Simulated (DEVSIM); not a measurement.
Structure: Si n-i-p diode, at 300 K.

```csv
layer (left to right),material,thickness (μm),Nd (cm⁻³),Na (cm⁻³),τn (s),τp (s)
1,Si,1.60,1.5e17,-,6.5e-6,6.5e-6
2,Si,13.0,-,2.1e13,6.5e-6,6.5e-6
3,Si,2.70,-,6.3e17,6.5e-6,6.5e-6
```

Left contact: ohmic. Right contact: ohmic. Voltage is applied to the left contact. Recombination: SRH at mid-gap, Auger. Mobility is μmin + (μ − μmin)/(1 + (N/Nref)^α).

This is a model device: material constants are rounded textbook-type values typed into the input, and sizes, dopings and lifetimes were drawn at random. Values at 300 K.

```
parameter           Si
-------------  -------
gap (eV)         1.124
affinity (eV)     4.05
permittivity      11.7
Nc (cm⁻³)      2.86e19
Nv (cm⁻³)       3.1e19
μn (cm²/Vs)       1417
μp (cm²/Vs)        470
μn,min              52
μp,min              45
Nref,n          9.7e16
Nref,p          2.2e17
αn                0.68
αp                0.72
Cn (cm⁶/s)     2.8e-31
Cp (cm⁶/s)     9.9e-32
```

Simulated with DEVSIM: 1D drift-diffusion, Boltzmann statistics, complete ionisation; no tunnelling, impact ionisation, image-force lowering or self-heating.

Q: Give the dark forward current.

A: 
```json
[
 {"V (V)": "-0.05", "J (A/cm²)": "-2.2e-8"},
 {"V (V)": "-0.10", "J (A/cm²)": "-8.5e-8"},
 {"V (V)": "-0.20", "J (A/cm²)": "-1.1e-6"},
 {"V (V)": "-0.25", "J (A/cm²)": "-4.4e-6"},
 {"V (V)": "-0.35", "J (A/cm²)": "-9.6e-5"},
 {"V (V)": "-0.40", "J (A/cm²)": "-0.00036"},
 {"V (V)": "-0.45", "J (A/cm²)": "-0.0012"},
 {"V (V)": "-0.55", "J (A/cm²)": "-0.019"},
 {"V (V)": "-0.60", "J (A/cm²)": "-0.097"},
 {"V (V)": "-0.65", "J (A/cm²)": "-0.56"},
 {"V (V)": "-0.75", "J (A/cm²)": "-18"},
 {"V (V)": "-0.80", "J (A/cm²)": "-83"},
 {"V (V)": "-0.90", "J (A/cm²)": "-980"},
 {"V (V)": "-0.95", "J (A/cm²)": "-2300"}
]
```
